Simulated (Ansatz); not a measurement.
## A computed series for SrZrO3: element substitutions

Take SrZrO₃ (space group P4mm, No. 99; a cell from a computed database, its experimental status unchecked) as the base.

```xyz
5
Lattice="4.1112 0.0000 0.0000 0.0000 4.1112 0.0000 0.0000 0.0000 4.1920" Properties=species:S:1:pos:R:3 pbc="T T T"
Sr     2.0556     2.0556     2.3220
Zr     0.0000     0.0000     0.0170
O      0.0000     0.0000     2.0205
O      2.0556     0.0000     3.9909
O      0.0000     2.0556     3.9909
```

Each row replaces one element on all its sites; cell and atoms are relaxed.

All numbers come from PBEsol (Ansatz, a quantum-chemistry and plane-wave program, PAW, scalar-relativistic without spin-orbit coupling).

```
variant  c/a ratio  band gap  shortest interatomic distance
-------  ---------  --------  -----------------------------
base         1.020   3.35 eV                        2.004 Å
O → Se       1.030   0.11 eV                        2.490 Å
O → Te       1.025      zero                        2.689 Å
O → S        1.027   0.42 eV                        2.384 Å
```

Spin-orbit coupling, missing from the scalar runs, can matter with Te. Whether these cells are dynamically stable was not tested. As relaxed here, SrZrSe3, SrZrTe3 and SrZrS3 are hypothetical phases, not in the database extracts checked. The final runs are not spin-polarised. The zero or small gap of SrZrSe3 and SrZrTe3 can change with the level of theory.
